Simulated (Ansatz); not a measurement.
## Smallest direct gap on the k points sampled of SrScHO₂ (model structure, started from the SrVO2H type, P4/mmm, No. 123, 5 atoms in the cell) at several levels of theory

No measured value is used here.

Q: Put these levels in order of the smallest direct gap on the k points sampled that they give for SrScHO₂ (model structure, started from the SrVO2H type, P4/mmm, No. 123, 5 atoms in the cell), smallest first: HSE06+SOC (Ansatz, a first-principles code), PBEsol+SOC (Ansatz), r²SCAN+SOC (Ansatz).

A: PBEsol+SOC (2.65 eV), r²SCAN+SOC (3.31 eV), HSE06+SOC (4.20 eV)

At these levels the smallest gap is indirect and lower: PBEsol+SOC 2.22, r²SCAN+SOC 2.89, HSE06+SOC 3.72 eV. Computed values are for a static lattice.  Values are at the PBEsol cell. Cutoffs and k meshes differ between the levels. Ansatz's density-functional and Hartree–Fock values are scalar-relativistic unless marked +SOC, with PAW data made under PBE.

A model structure was made by putting elements into a prototype or built by hand; it is no filed structure, need not be a known phase, and can be a saddle point held by its symmetry.
